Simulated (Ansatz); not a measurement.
The starting structures come from a database of crystals and need not be the phases stable at ambient conditions.

By PBEsol, the system below comes out a metal.

Data:

```yaml
crystal:
  lattice:
    - [3.75675, 0.00000, 0.00000]
    - [-1.87837, 3.25344, 0.00000]
    - [1.87837, 1.08448, 2.97535]
  atoms:
    - { symbol: Co, position: [0.00000, 0.00000, 0.00000] }
    - { symbol: Si, position: [0.50000, 0.25000, 0.25000] }
    - { symbol: Si, position: [0.50000, 0.75000, 0.75000] }
```

The cell is strained (lengths along the current scaled by 0.97, ions clamped); by PBEsol it stands under a pressure of 6.5 GPa.

The current flows along the normal of the first two printed cell vectors, the (111) (indices of the unstrained crystal) plane of the conventional cell. No spin-orbit coupling; the value is a mean over 0.1 eV about the Fermi level.

Estimate the ballistic conductance per area that PBEsol (Ansatz, a quantum-chemistry and plane-wave program) returns for this system.

0.85 × 10¹⁵ S/m² for both spins.
